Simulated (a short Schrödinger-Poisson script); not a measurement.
System: gated Al0.25Ga0.75As/GaAs δ-doped gas, at 300 K.

| layer | material | thickness (nm) | Na (cm⁻³) |
|---|---|---|---|
| 1 | Al0.25Ga0.75As | 20 | - |
| 2 | Al0.25Ga0.75As | 10 | - |
| 3 | GaAs | 6000 | 6e15 |

Constants are typed, rounded textbook-type inputs, not results; the design itself was drawn at random and stands for no fabricated device. Al0.25Ga0.75As: permittivity 12.19, conduction-band edge (eV) 0.198, gap (eV) 1.736, electron mass (mₑ) 0.0878, Nv at 300 K (cm⁻³) 9e18. GaAs: permittivity 12.9, conduction-band edge (eV) 0, gap (eV) 1.424, Nv at 300 K (cm⁻³) 9e18.

Channel valleys (confinement mass, in-plane density-of-states mass, number): Γ 0.067, 0.067, 1. At the gate the conduction-band edge of layer 1 lies 0.95 eV − eVg above the Fermi level of the channel; the field vanishes at the back. Sheet of ionised δ-doping: +2e12 e/cm² at 20 nm from the gate. The barrier under the gate holds no holes. Gaps are held at their typed values at every temperature. Mesh 0.08 nm at interfaces.

Solved with a short Schrödinger-Poisson script written for these runs: 1D Poisson equation in equilibrium, electrons quantum, Hartree (BenDaniel-Duke, 40 states a valley, the channel's in-plane mass for all, wave functions free to enter the barrier), parabolic valleys, classical holes, full ionisation, no traps, pinning or gate leakage.

The same stack at other levels of the model or other numerical settings:

```csv
run,sheet density of all electrons at Vg = 0.5 V (cm⁻²),capacitance at Vg = 0.5 V (μF/cm²),centroid of the channel electrons at Vg = 0.5 V (nm),gate voltage at 1e11 electrons/cm² (V),rough cost against the base
base,3.60e11,0.296,6.89,0.34,about 1
"electrons treated as classical, Boltzmann",3.99e11,0.315,4.61,0.33,0.04
"electrons treated as classical, Fermi-Dirac",3.83e11,0.304,5.27,0.33,0.2
"electrons treated as quantum, Hartree plus LDA exchange-correlation",3.73e11,0.301,6.64,0.33,about 1
mesh six times as coarse,3.60e11,0.296,6.86,0.34,0.2
one subband a valley,3.39e11,0.277,5.16,0.35,0.3
```

The classical rows ignore confinement, and Boltzmann statistics overrate the density once the band edge passes the Fermi level.
